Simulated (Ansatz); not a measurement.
Start from KZnF₃ in the cubic perovskite structure (space group Pm-3m, No. 221; a = 4.052 Å). Axes: x, y, z lie along the cube axes.

Level of theory: plane-wave PAW DFT at the PBEsol level (Ansatz, a program for electronic structure, 420 eV), no SOC.

Strains are applied to the cell and any free atomic positions relax.

One change was made to it. Results:

The pressure (mean of the normal stresses, compression positive) stays essentially unchanged (0.01 GPa against 0.03 GPa); the energy rises by 1.6 meV/atom.

**Question.** What was done to the base?
A) tensor shear ε_xy = +1.67 %
B) tensor shear ε_xy = +0.67 %
C) tensor shear ε_xy = +0.33 %

**Answer.** A, tensor shear ε_xy = +1.67 %. For comparison, the energy relative to the base in the other runs: tensor shear ε_xy = +0.67 % gives +0.3 meV/atom; tensor shear ε_xy = +0.33 % gives +0.1 meV/atom.

Whether these cells are dynamically stable was not tested. Many cubic perovskites are stable only at high temperature; tilts and polar distortions were not tested.
